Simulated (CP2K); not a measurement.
# Convergence study of shifted k-point meshes for CdSe (R3m, 2 atoms in the cell)

```xyz
2
Lattice="4.2994 0.0000 0.0000 2.1497 3.7234 0.0000 2.1497 1.2411 3.5104" Properties=species:S:1:pos:R:3 pbc="T T T"
Cd     0.0408     0.0236     0.0167
Se     2.1497     1.2411     0.8776
```

Computed with LDA (Pade form), GPW, DZVP-MOLOPT-SR-GTH basis, GTH-PADE potentials (GTH_POTENTIALS) in CP2K 2026.2.

Base settings: CUTOFF = 500 Ry; REL_CUTOFF = 40 Ry; SMEAR/METHOD = FERMI_DIRAC; ELECTRONIC_TEMPERATURE = 116.05 K; KPOINTS/SCHEME = MONKHORST-PACK 3 3 3; XC_FUNCTIONAL = PADE; Cd/BASIS_SET = DZVP-MOLOPT-SR-GTH; Cd/POTENTIAL = GTH-PADE-q12; Se/BASIS_SET = DZVP-MOLOPT-SR-GTH; Se/POTENTIAL = GTH-PADE-q6.

Shifted meshes do not hold Γ, so a gap read on them misses any band edge there.

Only quantities that move along the ladder and can be compared are tabulated.

The starting cell has typed, rounded lattice constants, without a prior relaxation at this level. Its lattice was rescaled by up to half a per cent. One atom was moved a little off its site on purpose. Values carry the incompleteness of an atom-centred basis.

| KPOINTS/SCHEME | free energy less the last step's (meV/atom) | pressure (GPa) | largest difference of a force vector from the last step's (eV/Å) | gap on the mesh (eV) |
|---|---|---|---|---|
| MONKHORST-PACK 2 2 2 | 17.55 | -0.82 | 0.524 | 2.496 |
| MACDONALD 3 3 3 0.1666666667 0.1666666667 0.1666666667 | -0.09 | -1.02 | 0.101 | 1.946 |
| MONKHORST-PACK 4 4 4 | -0.38 | -1.03 | 0.025 | 1.547 |
| MACDONALD 5 5 5 0.1 0.1 0.1 | -0.13 | -1.03 | 0.006 | 1.282 |
| MONKHORST-PACK 6 6 6 | -0.04 | -1.03 | 0.001 | 1.099 |
| MACDONALD 7 7 7 0.07142857143 0.07142857143 0.07142857143 | -0.01 | -1.03 | 0.000 | 0.967 |
| MONKHORST-PACK 8 8 8 | 0.00 | -1.03 | 0.001 | 0.868 |
| MACDONALD 9 9 9 0.05555555556 0.05555555556 0.05555555556 | 0.00 | -1.02 | 0.000 | 0.791 |
| MONKHORST-PACK 10 10 10 | 0.00 | -1.02 | 0.000 | 0.729 |
| MACDONALD 11 11 11 0.04545454545 0.04545454545 0.04545454545 | 0.00 | -1.02 | 0.000 | 0.680 |
| MONKHORST-PACK 12 12 12 | 0.00 | -1.02 | 0.000 | 0.639 |
| MACDONALD 13 13 13 0.03846153846 0.03846153846 0.03846153846 | 0.00 | -1.02 | 0.000 | 0.605 |
| MACDONALD 15 15 15 0.03333333333 0.03333333333 0.03333333333 | 0.00 | -1.02 | 0.000 | 0.551 |
| MACDONALD 17 17 17 0.02941176471 0.02941176471 0.02941176471 | 0.00 | -1.02 | 0.000 | 0.511 |
| MONKHORST-PACK 18 18 18 | 0.00 | -1.02 | 0.000 | 0.494 |
| MONKHORST-PACK 20 20 20 | 0.00 | -1.02 | 0.000 | 0.467 |

Coarsest KPOINTS/SCHEME that holds the forces within 0.01 eV/Å of the last step, with all finer ones: MACDONALD 5 5 5 0.1 0.1 0.1; the step before is off by 0.025 eV/Å.

Coarsest KPOINTS/SCHEME that holds the pressure within 0.05 GPa of the last step, with all finer ones: MACDONALD 3 3 3 0.1666666667 0.1666666667 0.1666666667; the step before is off by 0.20 GPa.
